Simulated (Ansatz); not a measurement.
Start from AlAs in the zinc blende structure (space group F-43m, No. 216; a = 5.674 Å). Axes: x, y, z lie along the cube axes.

Method: PBEsol (Ansatz, a program for electronic structure, PAW, no spin-orbit coupling), earlier PAW set.

Strains are applied to the cell and any free atomic positions relax; under stress the whole cell relaxes.

One change was made to it. Results:

```json
[
 {"quantity": "energy relative to the base (free energy F)", "base": "0 meV/atom", "after": "+6.1 meV/atom"},
 {"quantity": "shortest interatomic distance", "base": "2.457 Å", "after": "2.446 Å"}
]
```

Problem. Which change produced these results?
A) strain tensor (xx, yy, zz, yz, xz, xy) = (−0.01, +1.53, −0.81, +0.09, −1.30, +1.26) %
B) uniaxial stress, 0.5 GPa compression along z
C) uniaxial strain ε_xx = −2.15 %

Solution. A, strain tensor (xx, yy, zz, yz, xz, xy) = (−0.01, +1.53, −0.81, +0.09, −1.30, +1.26) %. For comparison, the energy relative to the base in the other runs: uniaxial stress, 0.5 GPa compression along z gives +0.3 meV/atom; uniaxial strain ε_xx = −2.15 % gives +3.6 meV/atom.

Stability under load was not tested beyond the relaxation.
